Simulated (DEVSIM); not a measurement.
**illuminated GaAs p-on-n cell, one wavelength**

Structure: illuminated GaAs p-on-n cell, one wavelength, at 300 K.

| layer (left to right) | material | thickness (μm) | Nd (cm⁻³) | Na (cm⁻³) | τn (s) | τp (s) | absorption coefficient (cm⁻¹) |
|---|---|---|---|---|---|---|---|
| 1 | GaAs | 0.150 | - | 1.4e18 | 8.9e-12 | 1.1e-10 | 76000 |
| 2 | GaAs | 1.50 | 4.9e16 | - | 8.1e-10 | 8.1e-10 | 76000 |

Left contact: ohmic, minority electron recombination velocity 1000 cm/s. Right contact: ohmic, minority hole recombination velocity 40000 cm/s. Voltage is applied to the left contact. Recombination: SRH at mid-gap, radiative, Auger. Light enters at the left, 3.6e15 photons cm⁻² s⁻¹, one pass, no reflection. Mobility is constant in doping.

This is a model device: material constants are rounded textbook-type values typed into the input, and sizes, dopings and lifetimes were drawn at random. Values at 300 K.

| parameter | GaAs |
|---|---|
| gap (eV) | 1.424 |
| affinity (eV) | 4.07 |
| permittivity | 12.9 |
| Nc (cm⁻³) | 4.7e17 |
| Nv (cm⁻³) | 9e18 |
| μn (cm²/Vs) | 8500 |
| μp (cm²/Vs) | 400 |
| B (cm³/s) | 2e-10 |
| Cn (cm⁶/s) | 1e-30 |
| Cp (cm⁶/s) | 1e-30 |

DEVSIM, 1D drift-diffusion, Boltzmann statistics, complete ionisation; no tunnelling, impact ionisation, image-force lowering or self-heating.

The potential step across the device at zero bias is 1.317 V. The largest field in the device at zero bias is 130000 V/cm and the dark forward voltage at 1 A/cm² comes out as 1.035 V. The dark forward voltage at 100 A/cm² comes out as 1.164 V. The short-circuit current comes out as 0.555 mA/cm² and the open-circuit voltage is 0.739 V. The fill factor comes out as 0.76 and the largest power is 0.313 mW/cm². The share of generated pairs collected at short circuit is 0.962.

Dark forward current:

| V (V) | J (A/cm²) |
|---|---|
| 0.05 | 3.8e-10 |
| 0.10 | 1.3e-9 |
| 0.15 | 3.8e-9 |
| 0.20 | 1.0e-8 |
| 0.25 | 2.8e-8 |
| 0.30 | 7.7e-8 |
| 0.35 | 2.1e-7 |
| 0.40 | 5.7e-7 |
| 0.45 | 1.5e-6 |
| 0.50 | 4.2e-6 |
| 0.55 | 1.2e-5 |
| 0.60 | 3.2e-5 |
| 0.65 | 8.7e-5 |
| 0.70 | 0.00024 |
| 0.75 | 0.00069 |
| 0.80 | 0.0020 |
| 0.85 | 0.0059 |
| 0.90 | 0.019 |
| 0.95 | 0.071 |
| 1.00 | 0.31 |
| 1.05 | 1.6 |
| 1.10 | 9.7 |
| 1.15 | 60 |
| 1.20 | 350 |
| 1.25 | 1700 |
| 1.30 | 7300 |

Current under light (generator sign):

```
V (V)  J (mA/cm²)
-----  ----------
0.00        0.555
0.10        0.554
0.22        0.554
0.34        0.553
0.46        0.551
0.58        0.531
0.60        0.520
0.62        0.504
0.64        0.480
0.66        0.444
0.68        0.390
0.70        0.308
0.72        0.183
0.74     -0.00577
```
